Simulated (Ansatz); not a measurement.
**How the volume per atom of WC (model structure, started from the CoSn type, P6/mmm, No. 191, 6 atoms in the cell) moves with the method**

No measured value is used here.

```json
[
 {"level (code)": "PBE (Ansatz)", "value (Å³/atom)": "12.50"},
 {"level (code)": "PBEsol (Ansatz)", "value (Å³/atom)": "12.19"},
 {"level (code)": "PBE-D3(BJ) (Ansatz)", "value (Å³/atom)": "12.30"}
]
```

Density-functional levels without +SOC have no spin–orbit coupling. PBE-D3(BJ): a distance lies near a switch of the dispersion term, which can move the cell. Ansatz's density-functional and Hartree–Fock values are scalar-relativistic unless marked +SOC, with PAW data made under PBE.

A model structure was made by putting elements into a prototype or built by hand; it is no filed structure, need not be a known phase, and can be a saddle point held by its symmetry.

Ansatz is an electronic-structure program.
